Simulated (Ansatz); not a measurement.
Consider TiSi2 (space group Fddd, No. 70; a = 4.806 Å, b = 8.265 Å, c = 8.565 Å). Axes: x, y, z lie along a, b, c of the conventional cell.

(Cell as relaxed with PBE.)

Levels (all Ansatz, an electronic-structure program, PAW): PBE (420 eV, without spin-orbit coupling); r2SCAN (500 eV, no spin-orbit coupling).

Each level relaxes its own structure.

| base | PBE | r2SCAN |
|---|---|---|
| volume per atom | 14.18 Å³ | 13.96 Å³ |
| band gap | zero | zero |

The change: the cell is stretched by 1.07 % along z with no lateral relaxation; the atoms relax in the strained cell.

| quantity | PBE | r2SCAN |
|---|---|---|
| shortest interatomic distance | 2.552 Å | ___ |
| pressure (mean of the normal stresses, compression positive) | -1.7 GPa | ___ |
| energy relative to the base (free energy F) | +2.0 meV/atom | ___ |
| band gap | zero | ___ |

### Question
Predict the r2SCAN column.

### Answer

- shortest interatomic distance, r2SCAN: 2.536 Å
- pressure (mean of the normal stresses, compression positive), r2SCAN: -1.8 GPa
- energy relative to the base (free energy F), r2SCAN: +2.0 meV/atom
- band gap, r2SCAN: zero

PBE's shortest interatomic distance lies 0.016 Å above r2SCAN's (0.6 %); the two agree on the energy relative to the base and band gap. Neither level is exact; r2SCAN is the comparison here, not a measurement.

Without a gap, meshes like the base's 13×13×13 leave anisotropic stresses uncertain by several tenths of a GPa, and small strain energies with them. No phonon test of stability was made. The final runs are not spin-polarised.
